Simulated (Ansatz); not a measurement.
**Effect of isotropic strain −2.08 % on Pt**

Consider Pt in the fcc (Cu type) structure (space group Fm-3m, No. 225; a = 3.942 Å; relaxed with 0.1 eV smearing).

The change: every lattice vector is shortened by 2.08 %; the atoms relax in the strained cell.

All numbers come from r2SCAN (Ansatz, an electronic-structure program, PAW, no spin-orbit coupling), earlier PAW set. Γ-centred 29×29×29 mesh, Fermi–Dirac width 0.1 eV.

* **Volume per atom**: 14.37 Å³ (base 15.31 Å³)
* **Shortest interatomic distance**: 2.729 Å (base 2.787 Å)
* **Energy relative to the base (free energy F)**: +55 meV/atom
* **Band gap**: zero (base zero)

No phonon test of stability was made. The final runs are not spin-polarised.
